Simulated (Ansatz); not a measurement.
The starting structures come from a database of crystals and need not be the phases stable at ambient conditions.

**Evanescent states of K2PdC2 (P-3m1, not sure to be the ambient phase, 5 atoms a cell, 23.9 Å³ an atom) along the normal of (111)**

Method: r2SCAN (plane waves, PAW; Ansatz, an electronic-structure program).

No gap correction and no spin-orbit coupling; mid-gap values are interpolated between computed energies.

Energies count from the valence-band top; κ is the least over a 4×4 mesh across the current.

| E (eV) | κ (1/Å) | where |
|---|---|---|
| 0.04 | 0.120 | off Γ |
| 0.14 | 0.180 | off Γ |
| 0.23 | 0.206 | off Γ |
| 0.32 | 0.224 | off Γ |
| 0.41 | 0.235 | off Γ |
| 0.49 | 0.242 | off Γ |
| 0.58 | 0.245 | off Γ |
| 0.68 | 0.245 | off Γ |
| 0.77 | 0.243 | off Γ |
| 0.85 | 0.238 | off Γ |
| 0.94 | 0.230 | off Γ |
| 1.03 | 0.219 | off Γ |
| 1.12 | 0.204 | off Γ |
| 1.22 | 0.186 | off Γ |
| 1.30 | 0.164 | off Γ |
| 1.40 | 0.136 | off Γ |
| 1.49 | 0.095 | off Γ |

### Question
How thick must the barrier be to attenuate the transmission by 10^6 when the electrodes' Fermi level lies at 0.04 eV, and what attenuation does that film give at 1.30 eV?

### Answer
d = 6 ln 10 / (2 × 0.120) = 57.6 Å. At 1.30 eV it gives 6 × 0.164/0.120 = 8.2 decades.
